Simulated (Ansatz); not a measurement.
### Question
Name crystals whose electron conductivity mass lies between 1.34 and 2.1 mₑ and whose band gap lies between 2.8 and 4.3 eV, by PBEsol with spin-orbit coupling, rigid bands (Ansatz, a first-principles code).

### Answer
Many crystals can fit; among those computed here:
- LiNbO₃ (R3c): 1.67 mₑ, 3.46 eV
- La$_{2}$O$_{3}$ (P-3m1): 1.68 mₑ, 3.76 eV

Masses are for dilute carriers at 300 K, harmonic means over directions unless an axis is named.
